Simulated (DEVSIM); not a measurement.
System: illuminated Si p-on-n cell, one wavelength, with a back-surface field, at 250 K.

Layer 1 from the left is Si, thickness (μm) 0.950, Na (cm⁻³) 5.9e17, τn (s) 3.1e-8, τp (s) 5.1e-8, absorption coefficient (cm⁻¹) 2300. Layer 2 from the left is Si, thickness (μm) 140, Nd (cm⁻³) 1.1e16, τn (s) 1.3e-6, τp (s) 1.3e-6, absorption coefficient (cm⁻¹) 2300. Layer 3 from the left is Si, thickness (μm) 0.400, Nd (cm⁻³) 9.3e18, τn (s) 1.3e-6, τp (s) 1.3e-6, absorption coefficient (cm⁻¹) 2300.

Left contact: ohmic, minority electron recombination velocity 6e5 cm/s. Right contact: ohmic, minority hole recombination velocity 3e5 cm/s. Voltage is applied to the left contact. Recombination: SRH at mid-gap, radiative, Auger. Light enters at the left, 3.5e17 photons cm⁻² s⁻¹, one pass, no reflection. Mobility is μmin + (μ − μmin)/(1 + (N/Nref)^α).

Constants are typed, rounded textbook-type inputs, not results; the design itself was drawn at random and stands for no fabricated device. Values at 300 K; Nc and Nv go as T^1.5, mobilities as T to minus their exponent, the gap by Varshni's rule with the affinity fixed.

Si: gap (eV) 1.124, affinity (eV) 4.05, permittivity 11.7, Nc (cm⁻³) 2.86e19, Nv (cm⁻³) 3.1e19, μn (cm²/Vs) 1417, μp (cm²/Vs) 470, μn,min 52, μp,min 45, Nref,n 9.7e16, Nref,p 2.2e17, αn 0.68, αp 0.72, T exponent of μn 2.3, T exponent of μp 2.2, B (cm³/s) 4.7e-15, Cn (cm⁶/s) 2.8e-31, Cp (cm⁶/s) 9.9e-32, Varshni α (eV/K) 0.000473, Varshni β (K) 636.

Simulated with DEVSIM: 1D drift-diffusion, Boltzmann statistics, complete ionisation; no tunnelling, impact ionisation, image-force lowering or self-heating.

Dark forward current:

| |V| (V) | |J| (A/cm²) |
|---|---|
| 0.05 | 2.324e-11 |
| 0.10 | 9.486e-11 |
| 0.15 | 3.312e-10 |
| 0.20 | 1.123e-9 |
| 0.25 | 3.810e-9 |
| 0.30 | 1.319e-8 |
| 0.35 | 4.834e-8 |
| 0.40 | 2.020e-7 |
| 0.45 | 1.072e-6 |
| 0.50 | 7.533e-6 |
| 0.55 | 6.499e-5 |
| 0.60 | 0.0006204 |
| 0.65 | 0.006160 |
| 0.70 | 0.06138 |
| 0.75 | 0.5576 |
| 0.80 | 3.343 |
| 0.85 | 11.68 |
| 0.90 | 32.22 |
| 0.95 | 83.94 |
| 1.00 | 200.1 |
| 1.05 | 417.9 |
| 1.10 | 763.1 |
| 1.15 | 1245 |
| 1.20 | 1863 |
| 1.25 | 2608 |

Task: Work out the local ideality factor n = ΔV / (kT/q · ln(J2/J1)) between the rows 0.10 and 0.15 V, 0.65 and 0.70 V, 1.20 and 1.25 V.

Result: kT/q = 21.54 mV. From 0.10 to 0.15 V: ln(3.312e-10/9.486e-11) = 1.250, n = 1.86, near the 2 of recombination in the depletion region. From 0.65 to 0.70 V: ln(0.06138/0.006160) = 2.299, n = 1.01, near the 1 of diffusion or emission over a barrier. From 1.20 to 1.25 V: ln(2608/1863) = 0.336, n = 6.90.

Task: What current could the absorbed light give at most, and what share is collected?

Result: Σ αd = 32.5, so qΦ(1 − exp(−Σ αd)) = 56.1 mA/cm². The simulated short-circuit current is 47.44 mA/cm², a share of 0.85.

Task: Estimate the open-circuit voltage by superposition: the voltage at which the dark current equals that short-circuit current.

Result: Interpolating ln J in the table gives 0.694 V. The simulation gives 0.694 V, the same within the digits that matter. Superposition holds where collection doesn't change with voltage.

Task: Estimate the fill factor from FF0 = (v − ln(v + 0.72))/(v + 1), v = qVoc/(nkT), with n from the dark curve.

Result: The rows about Voc, 0.65 and 0.70 V, give n = 1.01, so v = 31.9 and FF0 = 0.864. The simulation gives 0.861, the same within the digits that matter.
